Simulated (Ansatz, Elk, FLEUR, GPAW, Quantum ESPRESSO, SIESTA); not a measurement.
# One structure in several programs: ZnCo2 (P-3m1, 3 atoms in the cell)

Self-consistent single point, at a second geometry (lattice scaled by 0.98). First geometry:

```yaml
crystal:
  lattice:
    - [2.58727, 0.00000, 0.00000]
    - [-1.29364, 2.24064, 0.00000]
    - [0.00000, 0.00000, 6.24990]
  atoms:
    - { symbol: Zn, position: [0.00000, 0.00000, 0.00000] }
    - { symbol: Co, position: [0.33333, 0.66667, 0.65327], spin: 3.0 }
    - { symbol: Co, position: [0.66667, 0.33333, 0.34673], spin: 3.0 }
```
(The spins are starting values, not results.)

Shared settings, as Ansatz (a program for electronic structure) writes them: kpoints.mp_grid.grid = 10 10 4; scf.occupations.method = gaussian; scf.occupations.width = 0.1 eV. Potentials and cutoffs stand in the table.

```tsv
code	model	ΔF from the first geometry (meV/atom)	pressure (GPa)	largest force (eV/Å)	size of the net moment (μB/atom)	cutoff
GPAW	LDA (Perdew-Wang 92), GPAW PAW datasets LDA (gpaw-data 1.0.1)	-60.0	-9.27	0.042	0.95	850 eV
Ansatz	LDA (PW92), PAW files made with PBE	-62.3	-9.74	0.049	0.95	default
SIESTA	LDA PW92, numerical atomic orbitals DZP, PseudoDojo LDA standard norm-conserving potentials (rewritten from UPF to PSML)	-67.8	-10.81	0.262	0.94	grid 400 Ry
Quantum ESPRESSO	LDA (PZ), PSlibrary PAW (LDA) pseudopotentials	-63.1	-10.81	0.006	0.93	55 Ry
FLEUR	LDA (Perdew-Zunger), all-electron FLAPW (FLEUR), scalar-relativistic valence	–	–	0.002	0.93	Kmax 3.8 1/bohr
Elk	LDA (PW92), all-electron FP-LAPW, Elk's shipped species files, default APW+lo basis	–	–	–	0.95	default
```

For Quantum ESPRESSO (by 0.9 GPa) the energy change implies a higher mean pressure, against the two pressures, than for the other programs: a sign of finite-basis (Pulay) stress.

A dash marks a value that a program does not give, or that is left out as unsure.

On Ansatz's run: the magnetic order is the one reached from the typed start; others were not searched systematically.

The spread over the programs that give each value: ΔF from the first geometry within 7.8 meV/atom; pressure within 1.54 GPa; largest force within 0.260 eV/Å; size of the net moment within 0.02 μB/atom.

SIESTA uses small atom-centred bases, whose incompleteness enters pressures, forces and empty levels differently from a plane-wave cutoff. FLEUR and Elk treat all electrons, but the usual bases taken here (sphere radii, linearisation, local orbitals, empty states) were not tested for convergence, so the values are no reference for the others. Ansatz's pressure is given at a fixed set of plane waves, as the other plane-wave codes print theirs; with its correction for the finite basis it is -9.64 GPa. The same LDA comes in different parametrisations, which differ slightly. In the pressure, SIESTA (by 1.07) and Quantum ESPRESSO (by 1.07) lie more than 1 GPa from the median of the plane-wave programs. In the force vectors, SIESTA (by 0.256) lies more than 0.08 eV/Å from the median of the plane-wave programs.

The starting cell comes from a database of computed structures (which also holds hypothetical and non-ambient phases and stackings), without a prior relaxation at this level. Its lattice was rescaled by a random factor within 2.5 % of one. For this run, on top of that: lattice scaled by 0.98.

Keys are those of Ansatz 0.2.
